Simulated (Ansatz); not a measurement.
Here is the system:

```
CELL_PARAMETERS angstrom
      3.24430     0.00000     0.00000
     -1.62215     2.75997     0.00000
      0.00000     0.00000     5.15257
ATOMIC_POSITIONS crystal
  Zn 0.33213 0.66426 0.00062
  Zn 0.66787 0.33574 0.50062
  O  0.33150 0.66300 0.38138
  O  0.66850 0.33700 0.88138
```

No spin polarisation.

The values are results of plane-wave PAW DFT at the LDA level (Ansatz, a first-principles code, 420 eV), without spin-orbit coupling, not measurements. Γ-centred 12×12×7 mesh, Fermi–Dirac width 0.05 eV.

Question: Predict the band gap and stress.

Answer: The band gap is 0.76 eV and the stress (xx, yy, zz, yz, xz, xy; compression positive) is (-3.91, -2.37, -2.11, 0.00, 0.00, 0.00) GPa.

The cells carry an imposed strain or load. Whether these cells are dynamically stable was not tested. The cell was made from ZnO in the wurtzite structure (space group P6_3mc, No. 186) by this change: uniaxial strain ε_xx = +1.80 %.
